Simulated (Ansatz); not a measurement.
Cells marked so need not be the phases stable at ambient conditions, and some may be hypothetical.

By PBEsol, each system below comes out a metal.

Ballistic conductance counts the channels of both spins, as a mean over 0.1 eV about the Fermi level; spin-orbit coupling is left out.

A. W (Fm-3m, fcc (Cu type), not sure to be the ambient phase, 1 atom a cell, 16.1 Å³ an atom, -2 GPa at this level), current normal to (110)
B. ScPd (Pm-3m, CsCl type, not sure to be the ambient phase, 2 atoms a cell, 18.0 Å³ an atom, -3 GPa at this level), current normal to (110)
C. Cu$_{3}$Au (Pm-3m, Cu3Au type, 4 atoms a cell, 13.0 Å³ an atom, -3 GPa at this level), current normal to (111)
D. NaPt$_{3}$O$_{4}$ (Pm-3n, not sure to be the ambient phase, 16 atoms a cell, 11.6 Å³ an atom, -4 GPa at this level), current normal to (001)

Task: Rank these by ballistic conductance per area (lowest first), as Ansatz (an electronic-structure program) with PBEsol gives it.

Result: D (0.27 × 10¹⁵ S/m²), C (0.81 × 10¹⁵ S/m²), B (0.96 × 10¹⁵ S/m²), A (1.6 × 10¹⁵ S/m²)
